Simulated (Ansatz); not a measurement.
The reference is NiSi2 (space group Fm-3m, No. 225; a = 5.445 Å; non-magnetic).

(Cell as relaxed with PBE.)

Levels (all Ansatz, a program for electronic structure, PAW): PBE (420 eV, no SOC); r2SCAN (500 eV, no SOC).

Each level relaxes its own structure.

```csv
base,PBE,r2SCAN
volume per atom,13.45 Å³,13.03 Å³
lattice parameter a,544.5 pm,538.7 pm
band gap,zero,zero
```

It is then changed as follows: a negative pressure, −2 GPa.

| quantity | PBE | r2SCAN |
|---|---|---|
| volume per atom | 13.64 Å³ | 13.19 Å³ |
| band gap | zero | zero |

PBE's volume per atom lies 0.45 Å³ above r2SCAN's (3.4 %); the two agree on the band gap. Neither level is exact; r2SCAN is the comparison here, not a measurement.

Load acts through the strain it causes; cell and atoms are relaxed under it. No phonon test of stability was made. Starting moments died away, wholly or in part, for the base; another magnetic solution may exist. The final runs are not spin-polarised.
